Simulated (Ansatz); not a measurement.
Reference: K2Te (Fm-3m), PBEsol with spin-orbit coupling, rigid bands (plane waves, PAW; Ansatz, a program for electronic structure); geometry: cell and atoms relaxed with PBEsol.

```xyz
3
Lattice="0.0000 4.0453 4.0453 4.0453 0.0000 4.0453 4.0453 4.0453 0.0000" Properties=species:S:1:pos:R:3 pbc="T T T"
K      6.0679     6.0679     6.0679
K      2.0226     2.0226     2.0226
Te     0.0000     0.0000     0.0000
```

| Property | Value |
|---|---|
| band gap | 1.95 eV |
| electron conductivity mass | 0.30 mₑ |
| hole conductivity mass | 7.3 mₑ |
| Seebeck coefficient, n-type 1e19 cm⁻³ | -155 μV/K |

Question: Swap K for Na, keeping the structure type. How do these values move?

Answer: Na$_{2}$Te (Fm-3m): volume per atom 44.1 to 31.7 Å³; band gap falls (1.95 eV to 1.78 eV); electron conductivity mass falls (0.30 mₑ to 0.22 mₑ); hole conductivity mass falls (7.3 mₑ to 1.74 mₑ); Seebeck coefficient, n-type 1e19 cm⁻³ falls in size (-155 μV/K to -121 μV/K).

Question: Replace Te by Pt on the same sites and relax. What happens?

Answer: K₂Pt (Fm-3m): volume per atom 44.1 to 34.8 Å³; band gap falls (1.95 eV to 0.97 eV); electron conductivity mass rises (0.30 mₑ to 0.51 mₑ); hole conductivity mass rises (7.3 mₑ to 15.1 mₑ); Seebeck coefficient, n-type 1e19 cm⁻³ rises in size (-155 μV/K to -326 μV/K).

Moves up to 5 % count as about the same. Masses are for dilute carriers at 300 K, harmonic means over directions unless an axis is named. Seebeck coefficients are for the stated density at 300 K, with one relaxation time for all states and whether or not that doping can be reached.

Formula and space group known from diffraction (Crystallography Open Database), not checked to be the room-temperature form: K2Te (Fm-3m), Na2Te (Fm-3m). Computed structure with no diffraction record at hand here (it may be known, metastable or hypothetical): K2Pt (Fm-3m).
